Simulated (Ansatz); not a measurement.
Consider BaHCl (space group P4/nmm, No. 129).

```
CELL_PARAMETERS angstrom
      4.40020     0.00000     0.00000
      0.00000     4.40020     0.00000
      0.00000     0.00000     7.23717
ATOMIC_POSITIONS crystal
  Ba 0.00000 0.50000 0.79247
  Ba 0.50000 0.00000 0.20753
  H  0.50000 0.50000 0.00000
  H  0.00000 0.00000 0.00000
  Cl 0.50000 0.00000 0.65377
  Cl 0.00000 0.50000 0.34623
```

Level of theory: r2SCAN/PAW in Ansatz (a first-principles code), without spin-orbit coupling.

For the base:

Lattice parameter a: 4.400 Å

It is then changed as follows: cell and atoms relaxed at a pressure of 3 GPa.

Question: What does the calculation give for the lattice parameter a after the change?

Answer: The lattice parameter a falls by 0.083 Å, from 4.400 Å to 4.317 Å.

Question: What does the calculation give for the mean gap deformation potential ΔEg/Δln V after the change?

Answer: The mean gap deformation potential ΔEg/Δln V amounts to +3.7 eV.

Load acts through the strain it causes; cell and atoms are relaxed under it. Whether these cells are dynamically stable was not tested.
